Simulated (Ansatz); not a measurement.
The reference is SiSe₂ (space group Ibam, No. 72; a = 6.615 Å, b = 11.269 Å, c = 5.933 Å; made of chains). Axes: x, y, z lie along a, b, c of the conventional cell.

Computed with Kohn–Sham DFT with the PBE functional, run in Ansatz (a first-principles code) with PAW and 420 eV plane waves, no SOC.

It is then changed as follows: biaxial strain −3.83 %, plane normal [001], relaxed out of plane (Cartesian); in-plane vectors clamped, the third vector and the atoms free.

### Question
Estimate the effect on the ratio −ε⊥/ε∥.

### Answer
The ratio −ε⊥/ε∥ amounts to 0.00.

A biaxial case was relaxed in a doubled cell and then solved in the primitive one. Whether these cells are dynamically stable was not tested. No dispersion term is included, though the crystal is made of layers, chains or molecules, so its spacings can come out too wide.
